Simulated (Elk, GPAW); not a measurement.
A GPAW input for a self-consistent single point of VFe3 (I4/mmm, 4 atoms in the cell) (DFT PBEsol, plane waves, GPAW PAW datasets PBEsol (made by gpaw-setup)):

```python
from ase import Atoms
from ase.units import GPa
from gpaw import GPAW, PW

atoms = Atoms(['V', 'Fe', 'Fe', 'Fe'],
              cell=[[-2.002802, 2.002802, 2.839187],
                    [2.002802, -2.002802, 2.839187],
                    [2.002802, 2.002802, -2.839187]],
              scaled_positions=[[0.500000, 0.500000, 0.000000],
                                [0.750000, 0.250000, 0.500000],
                                [0.250000, 0.750000, 0.500000],
                                [0.000000, 0.000000, 0.000000]],
              pbc=True)

atoms.set_initial_magnetic_moments([2.0, 4.0, 4.0, 4.0])

calc = GPAW(spinpol=True,
            mode=PW(850),
            xc='PBEsol',
            kpts={'size': (6, 6, 6), 'gamma': True},
            occupations={'name': 'methfessel-paxton', 'width': 0.272, 'order': 0},
            nbands=-10,
            symmetry={'symmorphic': False, 'tolerance': 0.0005},
            maxiter=100,
            txt='-')

atoms.calc = calc

energy = atoms.get_potential_energy()
print('Energy (eV):', round(energy, 6))
forces = atoms.get_forces()
print('Forces (eV/Ang):')
print(forces.round(5))
stress = atoms.get_stress()
print('Stress (GPa, Voigt):', (stress / GPa).round(4))
```

Task: Write the same calculation as an input for Elk.

Result: This is the input that was run; spellings and numerical settings could be chosen otherwise.

```
tasks
  0

xctype
  22

spinpol
  .true.

reducebf
  0.7

rgkmax
  7.5

gmaxvr
  14.0

nxoapwlo
  1

rmtscf
  0.93

stype
  0

swidth
  0.00999582

scale
  1.889726125

avec
   -2.0028020000    2.0028020000    2.8391870000
    2.0028020000   -2.0028020000    2.8391870000
    2.0028020000    2.0028020000   -2.8391870000

sppath
  './'

atoms
  2   : nspecies
  'V.in'   : spfname
  1   : natoms; atposl, bfcmt below
  0.5000000000  0.5000000000  0.0000000000    0.0 0.0 -1.0
  'Fe.in'   : spfname
  3   : natoms; atposl, bfcmt below
  0.7500000000  0.2500000000  0.5000000000    0.0 0.0 -2.0
  0.2500000000  0.7500000000  0.5000000000    0.0 0.0 -2.0
  0.0000000000  0.0000000000  0.0000000000    0.0 0.0 -2.0

ngridk
  6 6 6
```

Basis, cutoffs, solver keys and any potentials are the target program's own. This input uses DFT, PBEsol, all-electron FP-LAPW, Elk's shipped species files, LAPW+lo basis. Both were run: size of the net moment 1.23 μB/atom in GPAW and 1.22 in Elk.

On Elk: the starting cell comes from a database of computed structures (which also holds hypothetical and non-ambient phases and stackings), without a prior relaxation at this level. For this run, on top of that: lattice scaled by 0.98. The magnetic order is the one reached from the typed start; others were not searched systematically. Values depend on the basis (sphere radii, cutoffs, local orbitals), which need not be converged.

On GPAW: the starting cell comes from a database of computed structures (which also holds hypothetical and non-ambient phases and stackings), without a prior relaxation at this level. For this run, on top of that: lattice scaled by 0.98. The magnetic order is the one reached from the typed start; others were not searched systematically.
